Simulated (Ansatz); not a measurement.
Results of rVV10 (Ansatz, a program for electronic structure, plane waves, PAW) for cubic perovskite CsHgCl3.

Numerical settings: plane-wave cutoff 520 eV, 10×10×10 k mesh, Fermi–Dirac smearing 0.05 eV, scalar-relativistic PAW data made under PBE.

Computed at the level's own relaxed cell.

Problem. Give the computed volume per atom, bulk modulus B0, equilibrium lattice constant a and pressure derivative B′ of the bulk modulus.

Solution. 
- volume per atom: 30.66 Å³/atom
- bulk modulus B0: 33.3 GPa
- equilibrium lattice constant a: 5.352 Å
- pressure derivative B′ of the bulk modulus: 5.1

The run finds no gap.

Measured, for comparison: equilibrium volume per atom 31.67 Å³/atom (temperature not stated, no zero-point or thermal correction; as tabulated in Moreira and Dias (2007), arXiv:cond-mat/0703451). Computed (rounded) less measured: equilibrium volume per atom -3.2 %.

Note: the relaxation could not lower the start's symmetry, so the cell can be a saddle point above a distorted one.

Spin–orbit coupling is not included; it can open a gap where bands touch, and shift volumes and moduli.

It cost very roughly 6 core-minutes of CPU time.
